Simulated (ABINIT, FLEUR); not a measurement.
A FLEUR input for a self-consistent single point of Ga₃P (I4/mmm, 4 atoms in the cell) (DFT, PBEsol, all-electron FLAPW (FLEUR), scalar-relativistic valence):

Input of the input generator:

```
scf Ga3P
&input film=f /
-3.5584204331 3.5584204331 9.8134611487
3.5584204331 -3.5584204331 9.8134611487
3.5584204331 3.5584204331 -9.8134611487
1.0
1.0 1.0 1.0

4
31 0.7500000000 0.2500000000 0.5000000000
31 0.2500000000 0.7500000000 0.5000000000
31 0.5000000000 0.5000000000 0.0000000000
15 0.0000000000 0.0000000000 0.0000000000

&comp jspins=1 /
&exco xctyp='PBEs' /
&kpt div1=8 div2=8 div3=8 gamma=t /
&end /
```

```xml
<?xml version="1.0" encoding="UTF-8" standalone="no"?>
<fleurInput fleurInputVersion="0.39">
   <comment>
      scf Ga3P                                                                                            
   </comment>
   <calculationSetup>
      <cutoffs Kmax="4.3" Gmax="17.2" GmaxXC="17.2" numbands="0"/>
      <scfLoop itmax="100" minDistance="0.00001" maxIterBroyd="99" imix="Anderson" alpha="0.05" precondParam="0.0" spinf="2.0"/>
      <coreElectrons ctail="T" frcor="F" kcrel="0" coretail_lmax="0"/>
      <xcFunctional name="PBEs" relativisticCorrections="F"/>
      <magnetism jspins="1"/>
      <soc l_soc="F" theta="0.0" phi="0.0" spav="F"/>
      <expertModes spex="0" secvar="F"/>
      <geometryOptimization l_f="T" forcealpha="1.0" forcemix="BFGS" epsdisp="0.00001" epsforce="0.00001"/>
      <ldaU l_linMix="F" mixParam="0.05" spinf="1.0"/>
   </calculationSetup>
   <cell>
      <bzIntegration valenceElectrons="44.0" mode="hist" fermiSmearingEnergy="0.00367493">
         <kPointListSelection listName="default-1"/>
         <!-- k-points included here -->
         <xi:include xmlns:xi="http://www.w3.org/2001/XInclude" href="kpts.xml"> </xi:include>
      </bzIntegration>
      <!-- symmetry operations included here -->
      <xi:include xmlns:xi="http://www.w3.org/2001/XInclude" href="sym.xml"> </xi:include>
      <bulkLattice scale="1.0">
         <bravaisMatrix>
            <row-1>   -3.5584204330999998     3.5584204330999998     9.8134611487000001</row-1>
            <row-2>    3.5584204330999998    -3.5584204330999998     9.8134611487000001</row-2>
            <row-3>    3.5584204330999998     3.5584204330999998    -9.8134611487000001</row-3>
         </bravaisMatrix>
      </bulkLattice>
   </cell>
   <atomSpecies>
      <species name="Gallium (Ga)" element="Ga" atomicNumber="31">
         <mtSphere radius="2.35" gridPoints="811" logIncrement="0.015"/>
         <atomicCutoffs lmax="10" lnonsphr="8"/>
         <electronConfig flipSpins="F">
            <coreConfig>(1s1/2) (2s1/2) (2p1/2) (2p3/2) (3s1/2) (3p1/2) (3p3/2)</coreConfig>
            <valenceConfig>(4s1/2) (3d3/2) (3d5/2) (4p1/2) (4p3/2)</valenceConfig>
            <stateOccupation state="(4p1/2)" spinUp="0.1666666666667" spinDown="0.1666666666667"/>
            <stateOccupation state="(4p3/2)" spinUp="0.3333333333333" spinDown="0.3333333333333"/>
         </electronConfig>
         <energyParameters s="4" p="4" d="3" f="4"/>
         <lo type="HELO" l="2" n="4" eDeriv="0"/>
      </species>
      <species name="Phosphorous (P)" element="P" atomicNumber="15">
         <mtSphere radius="2.35" gridPoints="811" logIncrement="0.014"/>
         <atomicCutoffs lmax="10" lnonsphr="8"/>
         <electronConfig flipSpins="F">
            <coreConfig>(1s1/2) (2s1/2) (2p1/2) (2p3/2)</coreConfig>
            <valenceConfig>(3s1/2) (3p1/2) (3p3/2)</valenceConfig>
            <stateOccupation state="(3p1/2)" spinUp="0.5" spinDown="0.5"/>
            <stateOccupation state="(3p3/2)" spinUp="1.0" spinDown="1.0"/>
         </electronConfig>
         <energyParameters s="3" p="3" d="3" f="4"/>
      </species>
   </atomSpecies>
   <atomGroups>
      <atomGroup species="Gallium (Ga)">
         <relPos label="                   1">-1.000/4.000 1.000/4.000 1.000/2.000</relPos>
         <relPos label="                   2">1.000/4.000 -1.000/4.000 1.000/2.000</relPos>
         <force calculate="T" relaxXYZ="TTT"/>
      </atomGroup>
      <atomGroup species="Gallium (Ga)">
         <relPos label="                   3">1.000/2.000 1.000/2.000 .0000000000</relPos>
         <force calculate="T" relaxXYZ="TTT"/>
      </atomGroup>
      <atomGroup species="Phosphorous (P)">
         <relPos label="                   4">.0000000000 .0000000000 .0000000000</relPos>
         <force calculate="T" relaxXYZ="TTT"/>
      </atomGroup>
   </atomGroups>
   <output dos="F" band="F" slice="F">
      <checks vchk="F" cdinf="F"/>
      <bandDOS minEnergy="-.5*Htr" maxEnergy="0.5*Htr" sigma="0.015" storeEVData="T"/>
      <vacuumDOS vacdos="F" integ="F" star="F" nstars="0" locx1="0.0" locy1="0.0" locx2="0.0" locy2="0.0" nstm="0" tworkf="0.0"/>
      <unfoldingBand unfoldBand="F" supercellX="1" supercellY="1" supercellZ="1"/>
      <plotting iplot="0" polar="F">
         <plot TwoD="T" vec1="  1.0  0.0  0.0" vec2="  0.0  1.0  0.0" vec3="  0.0  0.0  1.0" zero="  0.0  0.0  0.0" file="plot"/>
      </plotting>
      <chargeDensitySlicing numkpt="0" minEigenval="0.0" maxEigenval="0.0" nnne="0" pallst="F"/>
      <specialOutput eonly="F"/>
      <magneticCircularDichroism mcd="F" energyLo="-10.0" energyUp="0.0"/>
   </output>
  <!-- We include the file relax.xml here to enable relaxations (see documentation) -->
  <xi:include xmlns:xi="http://www.w3.org/2001/XInclude" href="relax.xml"> <xi:fallback/> </xi:include>
</fleurInput>
```

Task: Write the same calculation as an input for ABINIT.

Result: One input that does it (others would too):

```
# Ga3P, PseudoDojo nc-sr-04 PBEsol standard
pp_dirpath "./"
pseudos "Ga.upf, P.upf"
acell 5.8360529287 5.8360529287 5.8360529287 Angstrom
rprim
        -0.3226555727    0.3226555727    0.8898240067
         0.3226555727   -0.3226555727    0.8898240067
         0.3226555727    0.3226555727   -0.8898240067
natom 4
ntypat 2
znucl 31 15
typat 1 1 1 2
xcart
        -0.0000000000    3.5584204331    4.9067305744
         3.5584204331   -0.0000000000    4.9067305744
         0.0000000000   -0.0000000000    9.8134611487
         0.0000000000    0.0000000000    0.0000000000
ecut 40 Ha
ixc -116133
occopt 3
tsmear 0.1 eV
nband 29
kptopt 1
ngkpt 8 8 8
nshiftk 1
shiftk 0 0 0
nstep 100
tolvrs 1.0e-10
prtwf 0
prtden 0
prtvol 1
enunit 2
```

Basis settings and potentials, where a program has them, do not carry over. This input uses DFT, PBEsol, plane waves, norm-conserving pseudopotentials (PseudoDojo nc-sr-04 PBEsol standard).

The starting cell comes from a database of computed structures (which also holds hypothetical and non-ambient phases and stackings), without a prior relaxation at this level.
